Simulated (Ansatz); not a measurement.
Start from LaN in the zinc blende structure (space group F-43m, No. 216; a = 5.5465 Å; a hypothetical phase, not in the database extracts checked).

One thing is altered: cell and atoms relaxed at a pressure of 3 GPa.

Levels (all Ansatz, a first-principles code, PAW): PBEsol (420 eV, spin-orbit coupling left out); PBEsol+SOC (420 eV, with spin-orbit coupling).

The geometry is relaxed with PBEsol.

```
Quantity                             Result
--------------------------  ---------------
PBEsol gap character        indirect, X → Γ
PBEsol smallest direct gap          2.27 eV
PBEsol band gap                     1.08 eV
PBEsol pressure                    3.00 GPa
```

Predict the gap character, smallest direct gap, band gap and pressure from PBEsol+SOC.

The gap character is still indirect, X → Γ; the smallest direct gap shrinks by 0.10 eV, from 2.27 eV to 2.17 eV; the band gap shrinks by 0.10 eV to 0.98 eV; the pressure decreases by 0.08 GPa to 2.92 GPa.

Single points use the geometry relaxed with PBEsol. Differences between runs with and without spin-orbit coupling are approximate. Load acts through the strain it causes; cell and atoms are relaxed under it. Whether these cells are dynamically stable was not tested.
